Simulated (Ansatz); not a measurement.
Given:

End structure of a constructed model of the (100) surface of fcc Pt, a pseudomorphic layer of Ga in the host's stacking (bottom of the slab: a bare face, its two planes held):

```
CELL_PARAMETERS angstrom
      2.80721     0.00000     0.00000
      0.00000     2.80721     0.00000
      0.00000     0.00000    28.00000
ATOMIC_POSITIONS crystal
  Pt 0.50000 0.50000 0.29009
  Pt 0.00000 0.00000 0.36098
  Pt 0.50000 0.50000 0.43143
  Pt 0.00000 0.00000 0.50194
  Pt 0.50000 0.50000 0.57285
  Pt 0.00000 0.00000 0.64693
  Ga 0.50000 0.50000 0.71408
```

Slab: 7 atoms, 11.8 Å thick at the start; k 13x13x1, smearing 0.1 eV, dipole-corrected; single point; on the structure that PBE left under its start's symmetry; no spin, no spin-orbit, no U. It is one candidate, not shown to be the stable structure of the face.

What work function of the top face does r2SCAN, at the PBE geometry run with Ansatz (an electronic-structure program) give?

5.01 eV
